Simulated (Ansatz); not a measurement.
Input and output of a self-consistent single point for Li4HgGe2S7 (P1, 28 atoms in the cell) (Ansatz, a program for electronic structure).

Level of theory: revPBE-D3BJ-ATM, default PAW files made with PBE (plane waves; Ansatz).

```yaml
crystal:
  lattice:
    - [8.43800, -3.38820, 0.00000]
    - [8.43800, 3.38820, 0.00000]
    - [-0.59555, 0.00000, 10.14383]
  atoms:
    - { symbol: Hg, position: [0.24522, 0.51365, 0.55194] }
    - { symbol: Hg, position: [0.51002, 0.24626, 0.05259] }
    - { symbol: Ge, position: [0.39785, 0.06480, 0.32632] }
    - { symbol: Ge, position: [0.07110, 0.39340, 0.82758] }
    - { symbol: Ge, position: [0.35039, 0.69378, 0.25802] }
    - { symbol: Ge, position: [0.69165, 0.35253, 0.76113] }
    - { symbol: S, position: [0.45530, 0.79683, 0.41247] }
    - { symbol: S, position: [0.79407, 0.45842, 0.91003] }
    - { symbol: S, position: [0.05825, 0.34166, 0.29928] }
    - { symbol: S, position: [0.34388, 0.05098, 0.79576] }
    - { symbol: S, position: [0.21760, 0.87817, 0.08386] }
    - { symbol: S, position: [0.87737, 0.21483, 0.58502] }
    - { symbol: S, position: [0.59786, 0.92984, 0.15605] }
    - { symbol: S, position: [0.93440, 0.59141, 0.65616] }
    - { symbol: S, position: [0.09443, 0.74916, 0.35299] }
    - { symbol: S, position: [0.75244, 0.09776, 0.85313] }
    - { symbol: S, position: [0.63151, 0.35613, 0.22501] }
    - { symbol: S, position: [0.35418, 0.63142, 0.72164] }
    - { symbol: S, position: [0.52935, 0.12193, 0.48665] }
    - { symbol: S, position: [0.11901, 0.53235, 0.98725] }
    - { symbol: Li, position: [0.85277, 0.46332, 0.48138] }
    - { symbol: Li, position: [0.46164, 0.84821, 0.98564] }
    - { symbol: Li, position: [0.63996, 0.96496, 0.70815] }
    - { symbol: Li, position: [0.96254, 0.64095, 0.20834] }
    - { symbol: Li, position: [0.76451, 0.12624, 0.40633] }
    - { symbol: Li, position: [0.12195, 0.76951, 0.90495] }
    - { symbol: Li, position: [0.93746, 0.24717, 0.12501] }
    - { symbol: Li, position: [0.24701, 0.93804, 0.62673] }
```

Reference input (self-consistent single point, DFT, r2SCAN, plane waves, default PAW files made with PBE): basis.ecutwfc = 36.7 Ry; kpoints.mp_grid.grid = 2 2 2; hamiltonian.xc = r2scan; hamiltonian.pseudopotentials = {kind: paw} (the program's default PAW files); scf.occupations.method = gaussian; scf.occupations.width = 0.01 Ry. This run's input differs from it in these lines:

Ansatz 0.2 input:
```diff
@@ -35,3 +35,3 @@
 basis:
-  ecutwfc: 36.7 Ry
+  ecutwfc: 30.9 Ry
 kpoints:
@@ -39,3 +39,4 @@
 hamiltonian:
-  xc: r2scan
+  xc: revpbe
+  dispersion: d3bjatm
   pseudopotentials: { kind: paw }
```

Output, abridged:

```
SCF iter   1: F=—  HF=-59185.852562 eV  |F-HF|=—  |Δ(HF+E_count)|=         —  Δρ=2.11e-3  dr2=2.60e-2  ethr=1.77e-3  ⟨swp⟩=7.5  Hψ=4303  notcnv=0  defer=6
all-band conjugate gradients solve this SCF's bands
preconditioner: auto → Resta (q_TF=auto, 2.292 Å⁻¹)
SCF iter   2: F=—  HF=-59185.854138 eV  |F-HF|=—  |Δ(HF+E_count)|=   1.58e-3  Δρ=1.08e-3  dr2=7.35e-3  ethr=1.27e-5  ⟨swp⟩=2.0  Hψ=1714  notcnv=0  defer=6
   [... lines left out ...]
SCF iter   5: F=—  HF=-59185.857122 eV  |F-HF|=—  |Δ(HF+E_count)|=   1.68e-4  Δρ=4.25e-5  dr2=1.36e-5  ethr=3.56e-8  ⟨swp⟩=2.0  Hψ=1552  notcnv=0  defer=6
SCF iter   6: F=—  HF=-59185.857140 eV  |F-HF|=—  |Δ(HF+E_count)|=   1.89e-5  Δρ=1.74e-5  dr2=2.17e-6  ethr=6.66e-9  ⟨swp⟩=2.0  Hψ=1552  notcnv=0  defer=6
SCF iter   7: F=—  HF=-59185.857151 eV  |F-HF|=—  |Δ(HF+E_count)|=   1.06e-5  Δρ=5.52e-6  dr2=3.13e-7  ethr=1.06e-9  ⟨swp⟩=2.0  Hψ=1552  notcnv=0  defer=6
SCF iter   8: F=-59185.857152 eV  HF=-59185.857152 eV  |F-HF|=4.90e-8  |Δ(HF+E_count)|=   1.34e-6  Δρ=2.06e-6  dr2=4.44e-8  ethr=4.90e-11  ⟨swp⟩=12.4  Hψ=5157  notcnv=0
SCF 1 converged in 8 iterations: F = -59185.857152 eV  dr2 = 4.44e-8
Free energy (F): -59185.857152 eV
Internal energy: -59185.857152 eV  (E = F + TS)
E sigma→0 (E₀):  -59185.857152 eV
Fermi energy:    5.325676 eV
--- Forces (eV/Å), atoms counted from 1 ---
  atom   1  Hg    -0.25512769    -0.00605762    -0.15526475
  atom   2  Hg    -0.05869876    -0.09140901    -0.09849691
  atom   3  Ge    -0.22009479     0.27696657     0.58200640
  atom   4  Ge    -0.49077288    -0.29217432     0.27476029
  atom   5  Ge    -0.35253952     0.52505031     0.77788739
   [... 19 lines left out ...]
  atom  25  Li     0.06753834    -0.16000777     0.06151365
  atom  26  Li     0.09357326     0.06367701     0.01526090
  atom  27  Li     0.15026311     0.14102693     0.05314337
  atom  28  Li     0.06078624    -0.05748160    -0.04276003
--- Stress (GPa, compression-positive) ---
       -0.552162       0.056941       0.011218
        0.056942      -0.144445      -0.170513
        0.011218      -0.170512       0.185836
  P = ⅓ Tr σ = -0.1703 GPa (-1.703 kbar)
  The stress holds the Pulay correction. Without it, at fixed plane waves, as pw.x and ABINIT print it: P = -0.1848 GPa
```

The run converged in 8 iterations. Against the reference run the pressure goes from 1.10 to -0.17 GPa, the largest force goes from 0.981 to 1.003 eV/Å and the gap on the mesh goes from 2.741 to 2.428 eV.

The starting cell comes from a database of published, mostly measured structures (it also holds non-ambient and calculated ones), without a prior relaxation at this level. Its atoms were displaced at random from the sites of space group no. 9. Spin-orbit coupling is off. Forces in this geometry exceed 1 eV/Å. Ansatz's pressure includes its estimate of the finite-basis (Pulay) stress.

Cost on one core of a shared machine: roughly 40 s.
